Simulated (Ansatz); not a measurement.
What O on a Mg site (antisite) does to MgO

Start from a 24-atom supercell of MgO in the rock salt structure (space group Fm-3m, No. 225; a = 4.214 Å) at its relaxed geometry.

Perturbation: one Mg atom is replaced by O, atoms relaxed at fixed cell, starting from a slightly rattled geometry.

All numbers come from Ansatz (a quantum-chemistry and plane-wave program) PBEsol, no SOC. k-mesh 5×4×5 (Γ-centred); smearing 0.01 eV (Fermi–Dirac).

The gap of the supercell drops by 4.09 eV, from 4.62 eV to 0.53 eV and the total moment of the cell comes out as 2.0 μB. The shift of the substituted atom off its lattice site is 0.59 Å.

Final structure:

```
CELL_PARAMETERS angstrom
      0.00000     4.21412     4.21412
      4.21412    -4.21412     4.21412
      4.21412     4.21412     0.00000
ATOMIC_POSITIONS crystal
  O  0.99723 0.00214 0.99789
  O  0.96998 0.98813 0.50830
  O  0.16183 0.34966 0.16248
  O  0.15841 0.34231 0.68659
  O  0.33219 0.67201 0.33283
  O  0.33187 0.67334 0.82524
  O  0.50762 0.98816 0.97079
  O  0.48564 0.01497 0.48634
  O  0.68604 0.34238 0.15896
  O  0.66521 0.33221 0.66587
  O  0.82459 0.67335 0.33253
  O  0.83198 0.66061 0.83259
  O  0.38129 0.12967 0.38216
  Mg 0.32625 0.17767 0.85896
  Mg 0.49672 0.49469 0.49732
  Mg 0.49689 0.49264 0.00807
  Mg 0.66918 0.81494 0.66986
  Mg 0.66700 0.83050 0.15002
  Mg 0.85824 0.17766 0.32688
  Mg 0.83171 0.16614 0.83237
  Mg 0.00746 0.49262 0.49751
  Mg 0.00286 0.50973 0.00348
  Mg 0.14941 0.83050 0.66762
  Mg 0.16628 0.84096 0.16698
```

Other magnetic orders, which the real material may have, were not ruled out. The cell is small, so the values are those of an ordered compound at a high defect concentration; dilute-limit values will differ. Where the two band edges lie in opposite spin channels, the gap is a spin-flip gap. The defect cell is spin-polarised and ends with 2.0 μB.
